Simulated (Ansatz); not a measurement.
**TiO2: element substitutions**

Base system: TiO2 in the anatase structure (space group I4_1/amd, No. 141).

TiO₂ is modelled in the tetragonal space group I4₁/amd, origin choice 1 (No. 141), the anatase structure, Pearson symbol tI12. Cell: a = 3.7697 Å, b = 3.7697 Å, c = 9.5555 Å, α = 90.00°, β = 90.00°, γ = 90.00°. Ti on 4b has 6 O at 1.928–1.982 Å. O on 8e sees 3 Ti at 1.928–1.982 Å. (Neighbours: up to the widest gap in distance over summed covalent radii, below 1.35, at either atom; cation-cation and far metal-metal contacts left out.)
(The calculation used a cell of 6 atoms; values per cell refer to that cell.)

Each row replaces one element on all its sites; cell and atoms are relaxed.

Levels (all Ansatz, a quantum-chemistry and plane-wave program, PAW, earlier PAW set): PBEsol (420 eV, no spin-orbit coupling); r2SCAN (500 eV, without spin-orbit coupling).

Pressures by level, all at the geometries relaxed with PBEsol:

```tsv
case	PBEsol	r2SCAN
base	0.0 GPa	1.7 GPa
Ti → Zn	0.0 GPa	-1.0 GPa
Ti → Al	0.0 GPa	-1.0 GPa
```

Other magnetic orders, which the real material may have, were not ruled out. Single points use the geometry relaxed with PBEsol. Their cutoffs differ, which shifts pressures a little. Whether these cells are dynamically stable was not tested. As relaxed here, ZnO2 and AlO2 are hypothetical phases, not in the database extracts checked. Spin-polarised in the final run: PBEsol AlO2 and r2SCAN AlO2; the other runs are not.
